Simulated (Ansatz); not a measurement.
Consider InAgTe2 in the chalcopyrite structure (space group I-42d, No. 122; a = 6.354 Å, c = 12.637 Å). Axes: x, y, z lie along a, b, c of the conventional cell.

Computed with plane-wave PAW DFT at the LDA level (Ansatz, a first-principles code, 420 eV), scalar-relativistic without spin-orbit coupling.

Base values:

Shortest interatomic distance: 2.709 Å
Pressure: 0.0 GPa
Band gap: zero

Modification: tensile biaxial strain of 1.50 % in the plane normal to [001], as in epitaxy on a mismatched substrate; the out-of-plane cell vector and the atoms relax.

**Question.** Predict the new shortest interatomic distance, pressure, band gap and energy relative to the base.

**Answer.** The shortest interatomic distance grows by 0.011 Å to 2.720 Å; the pressure (mean of the normal stresses, compression positive) goes from zero to -0.4 GPa; the band gap is still zero; the energy rises by 2.0 meV/atom.

Spin-orbit coupling, missing from the scalar runs, can matter with Te. Whether these cells are dynamically stable was not tested. All final runs are without spin polarisation. Gaps under 0.05 eV, about the width of the smearing, are given as zero. The zero or small gap of InAgTe2 can change with the level of theory.
